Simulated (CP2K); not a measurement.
A self-consistent single point of Cl (Cmce, 4 atoms in the cell) with CP2K

Level of theory: PBEsol, GPW, DZVP-MOLOPT-SR-GTH basis, GTH-PBE potentials (GTH_POTENTIALS) (CP2K 2026.2).

Input:

```
&GLOBAL
  PROJECT calc
  RUN_TYPE ENERGY_FORCE
  PRINT_LEVEL MEDIUM
&END GLOBAL
&FORCE_EVAL
  METHOD Quickstep
  STRESS_TENSOR ANALYTICAL
  &DFT
    BASIS_SET_FILE_NAME BASIS_MOLOPT
    POTENTIAL_FILE_NAME GTH_POTENTIALS
    &QS
      METHOD GPW
      EPS_DEFAULT 1E-10
    &END QS
    &MGRID
      CUTOFF 400
      REL_CUTOFF 40
      NGRIDS 4
    &END MGRID
    &SCF
      SCF_GUESS ATOMIC
      EPS_SCF 1E-7
      MAX_SCF 100
      ADDED_MOS 6
      &DIAGONALIZATION
        ALGORITHM STANDARD
      &END DIAGONALIZATION
      &MIXING
        METHOD BROYDEN_MIXING
        ALPHA 0.4
        NBUFFER 10
        BETA 1.5
      &END MIXING
      &SMEAR ON
        METHOD FERMI_DIRAC
        ELECTRONIC_TEMPERATURE [K] 116.05
      &END SMEAR
    &END SCF
    &KPOINTS
      SCHEME MONKHORST-PACK 7 7 3
    &END KPOINTS
    &XC
      &XC_FUNCTIONAL
        &PBE
          PARAMETRIZATION PBESOL
        &END PBE
      &END XC_FUNCTIONAL
    &END XC
    &PRINT
      &MO
        EIGENVALUES T
        OCCUPATION_NUMBERS T
        NDIGITS 8
        FILENAME mo
        &EACH
          QS_SCF 0
        &END EACH
        ADD_LAST NUMERIC
      &END MO
      &MULLIKEN ON
      &END MULLIKEN
    &END PRINT
  &END DFT
  &SUBSYS
    &CELL
      ABC 3.85235600 3.85235577 8.28478000
      ALPHA_BETA_GAMMA 90.00000000 90.00000000 108.64718258
      PERIODIC XYZ
    &END CELL
    &COORD
      Cl       2.29827059     3.20116226     7.43144766
      Cl       1.63263691     2.27402974     3.28905766
      Cl       0.98796808     1.37609826     4.99572234
      Cl       0.32233441     0.44896574     0.85333234
    &END COORD
    &KIND Cl
      BASIS_SET DZVP-MOLOPT-SR-GTH-q7
      POTENTIAL GTH-PBE-q7
    &END KIND
  &END SUBSYS
  &PRINT
    &FORCES ON
    &END FORCES
    &STRESS_TENSOR ON
    &END STRESS_TENSOR
  &END PRINT
&END FORCE_EVAL
```

Output (repeated stretches shortened):

```
 GLOBAL| Method name                                                        CP2K
 GLOBAL| Project name                                                       calc
 GLOBAL| Run type                                                   ENERGY_FORCE

 CELL| Volume [angstrom^3]:                                           116.497200
 CELL| Vector a [angstrom]:       3.852     0.000     0.000   |a| =     3.852356
 CELL| Vector b [angstrom]:      -1.232     3.650     0.000   |b| =     3.852356
 CELL| Vector c [angstrom]:       0.000     0.000     8.285   |c| =     8.284780
 CELL| Angle (b,c), alpha [degree]:                                    90.000000
 CELL| Angle (a,c), beta  [degree]:                                    90.000000
 CELL| Angle (a,b), gamma [degree]:                                   108.647183
 CELL| Numerically orthorhombic:                                              NO
 CELL| Periodicity                                                           XYZ

 DFT| Spin restricted Kohn-Sham (RKS) calculation                            RKS
 DFT| Multiplicity                                                             1
 DFT| Number of spin states                                                    1
 DFT| Charge                                                                   0
 DFT| XC density smoothing                                                  NONE
 DFT| XC derivatives                                                          PW

 QS| Method:                                                                 GPW
 QS| Density plane wave grid type                        NON-SPHERICAL FULLSPACE
 QS| Number of grid levels:                                                    4
 QS| Density cutoff [a.u.]:                                                200.0
 QS| Multi grid cutoff [a.u.]: 1) grid level                               200.0
   [... lines left out ...]
 BRILLOUIN| Wavefunction type                                            COMPLEX
 BRILLOUIN| List of Kpoints [2 Pi/Bohr]                                       74
 BRILLOUIN| Number           Weight            X              Y              Z
 BRILLOUIN|     1           0.01361       -0.42857       -0.42857       -0.33333
 BRILLOUIN|     2           0.01361       -0.42857       -0.42857        0.00000
 BRILLOUIN|     3           0.01361       -0.42857       -0.42857        0.33333
   [... 71 lines left out ...]
 *******************************************************************************

 Extrapolation method: initial_guess

 Re-scaling the density matrix to get the right number of electrons
                  # Electrons              Trace(P)               Scaling factor
                           28                28.000                        1.000

 Number of electrons:                                                         28
 Number of occupied orbitals:                                                 14
 Number of molecular orbitals:                                                20

 Number of orbital functions:                                                 52
 Number of independent orbital functions:                                     52
 SCF WAVEFUNCTION OPTIMIZATION

  Step     Update method      Time    Convergence         Total energy    Change
     1 NoMix/Diag. 0.40E+00      -     0.62465171       -59.8554485544 -5.99E+01
     2 Broy./Diag. 0.40E+00      -     0.00578577       -59.8993985458 -4.39E-02
     3 Broy./Diag. 0.40E+00      -     0.01344782       -59.8239650629  7.54E-02
     4 Broy./Diag. 0.40E+00      -     0.00141085       -59.7685524537  5.54E-02
     5 Broy./Diag. 0.40E+00      -     0.00148712       -59.7347693668  3.38E-02
     6 Broy./Diag. 0.40E+00      -     0.00044102       -59.7088619010  2.59E-02
     7 Broy./Diag. 0.40E+00      -     0.00020723       -59.6991539778  9.71E-03
   [... 5 lines left out ...]
    13 Broy./Diag. 0.40E+00      -     0.00000190       -59.6950870452 -1.95E-04
    14 Broy./Diag. 0.40E+00      -     0.00000062       -59.6951136808 -2.66E-05
    15 Broy./Diag. 0.40E+00      -     0.00000088       -59.6950882957  2.54E-05
    16 Broy./Diag. 0.40E+00      -     0.00000011       -59.6950778742  1.04E-05
    17 Broy./Diag. 0.40E+00      -     0.00000009       -59.6950779373 -6.31E-08
  *** SCF run converged in    17 steps ***

  Electronic density on regular grids:        -27.9999999998        0.0000000002
  Core density on regular grids:               27.9999999977       -0.0000000023
  Total charge density on r-space grids:       -0.0000000021
  Total charge density g-space grids:          -0.0000000021

  Overlap energy of the core charge distribution:               0.00000000087381
  Self energy of the core charge distribution:               -134.85507118946373
  Core Hamiltonian energy:                                     30.68723075928276
  Hartree energy:                                              55.82639062206410
  Exchange-correlation energy:                                -11.35362813009114
  Electronic entropic energy:                                  -0.00000000000000
  Fermi energy:                                                 0.00048794113998

  Total energy:                                               -59.69507793733420
  Total energy (extrapolated to T->0):                        -59.69507793733420

                     Mulliken Population Analysis

 #  Atom  Element  Kind  Atomic population                           Net charge
       1     Cl       1          7.000000                              0.000000
       2     Cl       1          7.000000                             -0.000000
       3     Cl       1          7.000000                             -0.000000
       4     Cl       1          7.000000                              0.000000
 # Total charge                             28.000000                  0.000000

 ENERGY| Total FORCE_EVAL ( QS ) energy [hartree]            -59.695076865527994

 FORCES| Atomic forces [hartree/bohr]
 FORCES|   Atom     x               y               z               |f|
 FORCES|      1  2.03517718E-03  2.83471347E-03  2.89068512E-03   4.53140233E-03
 FORCES|      2 -2.03518222E-03 -2.83471922E-03  2.89071685E-03   4.53142843E-03
 FORCES|      3  2.03518225E-03  2.83471822E-03 -2.89071694E-03   4.53142787E-03
 FORCES|      4 -2.03517720E-03 -2.83471247E-03 -2.89068504E-03   4.53140166E-03
 FORCES| Sum     2.25375274E-14  7.43849426E-15  9.42246281E-13
 FORCES| Total atomic force                                       9.42545132E-13

 STRESS| Analytical stress tensor [bar]
 STRESS|                        x                   y                   z
 STRESS|      x       -5.22672138457E+03  -6.92740807888E+03   2.78595940242E-02
 STRESS|      y       -6.92740807888E+03  -9.90207987452E+03   3.79621075374E-02
 STRESS|      z        2.78595940242E-02   3.79621075374E-02  -2.29960163596E+04
 STRESS| 1/3 Trace                                            -1.27082725396E+04
```

The run converged in 17 iterations.

The starting cell has typed, rounded lattice constants, without a prior relaxation at this level. Its lattice was rescaled by up to half a per cent. Values carry the incompleteness of an atom-centred basis. The potentials were made for another functional than the one used.
